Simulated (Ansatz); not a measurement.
Defect migration in monoclinic ZrO2: interstitial Ti, charge state +4. The step: a concerted move, in which Ti travels most; the atom moves 3.41 Å along (0.00, 0.40, 0.50) of the unit cell; the moving atom starts with neighbours O at 1.84, O at 1.87, 2 O at 1.91, O at 1.97 Å and ends with O at 1.84, O at 1.87, 2 O at 1.91, O at 1.97 Å. DFT values are from Ansatz (plane-wave PAW, 420 eV unless said) in a cell of 96 host sites, spin-restricted, static, with no finite-size correction. The charge state is imposed; whether it is stable for some Fermi level was not computed. Sites that were not tried may lie lower. For the PBE band: the program found a first-order saddle point.

```tsv
Level	Forward barrier (eV)	Cost of the band or of the saddle's single point
CHGNet universal potential (has no charge state), its own band	1.91	-
PBE, the Γ point alone, band relaxed	2.80	about 2.3 core-hours (a rough figure)
PBE, a 2×2×2 k-point mesh shifted by half a step, same geometries	2.78	around 9 core-minutes (rough)
r2SCAN at 500 eV, the Γ point alone, same geometries	___	about 2.4 core-minutes (a rough figure)
```

**Question.** Complete the blanks.

**Answer.** 
- r2SCAN at 500 eV, the Γ point alone, same geometries, Forward barrier (eV): 2.96

Ansatz is a quantum-chemistry and plane-wave program.
